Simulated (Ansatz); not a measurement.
Ansatz (a program for electronic structure) run on BaTe (Fm-3m, 2 atoms in the cell): self-consistent single point.

Method: PBE, harder PAW files (source: ansatz) (plane waves; Ansatz).

```
CELL_PARAMETERS angstrom
      0.00000     3.48250     3.48250
      3.48250     0.00000     3.48250
      3.48250     3.48250     0.00000
ATOMIC_POSITIONS crystal
  Ba 0.00000 0.00000 0.00000
  Te 0.50000 0.50000 0.50000
```

Reference input (self-consistent single point, DFT, PBE, plane waves, default PAW files): basis.ecutwfc = 420 eV; kpoints.mp_grid.grid = 6 6 6; hamiltonian.xc = pbe; hamiltonian.pseudopotentials = {kind: paw} (the program's default PAW files); scf.occupations.method = fermi_dirac; scf.occupations.width = 0.05 eV. This run's input differs from it in these lines:

Ansatz 0.2 input:
```diff
@@ -9,3 +9,3 @@
 basis:
-  ecutwfc: 420.0
+  ecutwfc: 350.0
 kpoints:
@@ -14,3 +14,3 @@
   xc: pbe
-  pseudopotentials: { kind: paw }
+  pseudopotentials: { kind: paw, source: ansatz }
 scf:
```

The program printed (abridged):

```
SCF iter   1: F=—  HF=-12915.414888 eV  |F-HF|=—  |Δ(HF+E_count)|=         —  Δρ=5.69e-2  dr2=1.69e0  ethr=3.10e-3  ⟨swp⟩=7.4  Hψ=1650  notcnv=0
all-band conjugate gradients solve this SCF's bands
preconditioner: auto → none
SCF iter   2: F=—  HF=-12914.361128 eV  |F-HF|=—  |Δ(HF+E_count)|=    1.05e0  Δρ=2.28e-2  dr2=2.65e-1  ethr=3.10e-3  ⟨swp⟩=3.1  Hψ=736  notcnv=0
SCF iter   3: F=—  HF=-12914.274898 eV  |F-HF|=—  |Δ(HF+E_count)|=   8.62e-2  Δρ=9.57e-3  dr2=2.69e-2  ethr=1.02e-3  ⟨swp⟩=2.8  Hψ=425  notcnv=0
SCF iter   4: F=—  HF=-12914.268268 eV  |F-HF|=—  |Δ(HF+E_count)|=   6.63e-3  Δρ=1.44e-3  dr2=6.30e-4  ethr=1.03e-4  ⟨swp⟩=2.0  Hψ=552  notcnv=0
SCF iter   5: F=—  HF=-12914.268811 eV  |F-HF|=—  |Δ(HF+E_count)|=   5.43e-4  Δρ=1.68e-4  dr2=1.33e-5  ethr=2.42e-6  ⟨swp⟩=2.0  Hψ=336  notcnv=0
SCF iter   6: F=—  HF=-12914.268842 eV  |F-HF|=—  |Δ(HF+E_count)|=   3.08e-5  Δρ=2.59e-5  dr2=2.55e-7  ethr=5.11e-8  ⟨swp⟩=2.1  Hψ=389  notcnv=0
SCF iter   7: F=-12914.268842 eV  HF=-12914.268842 eV  |F-HF|=1.12e-9  |Δ(HF+E_count)|=   4.19e-8  Δρ=5.72e-6  dr2=7.80e-9  ethr=3.85e-10  ⟨swp⟩=7.6  Hψ=1628  notcnv=0
SCF 1 converged in 7 iterations: F = -12914.268842 eV  dr2 = 7.80e-9
Free energy (F): -12914.268842 eV
Internal energy: -12914.268842 eV  (E = F + TS)
E sigma→0 (E₀):  -12914.268842 eV
Fermi energy:    7.645855 eV
--- Forces (eV/Å), atoms counted from 1 ---
  atom   1  Ba    -0.00000000     0.00000000     0.00000000
  atom   2  Te     0.00000000    -0.00000000    -0.00000000
--- Stress (GPa, compression-positive) ---
        1.132146      -0.000000       0.000000
        0.000000       1.132146      -0.000000
        0.000000      -0.000000       1.132146
  P = ⅓ Tr σ = 1.1321 GPa (11.321 kbar)
  The stress holds the Pulay correction. Without it, at fixed plane waves, as pw.x and ABINIT print it: P = -61.7007 GPa
```

The run converged in 7 iterations. Against the reference run the pressure goes from 1.34 to 1.13 GPa and the gap on the mesh goes from 1.571 to 1.617 eV.

The starting cell has typed, rounded lattice constants, without a prior relaxation at this level. Its lattice was rescaled by up to half a per cent. Spin-orbit coupling is off. Ansatz's pressure includes its estimate of the finite-basis (Pulay) stress. Without the estimate this run gives -61.70 GPa. The cutoff lies below the one recommended for these files.
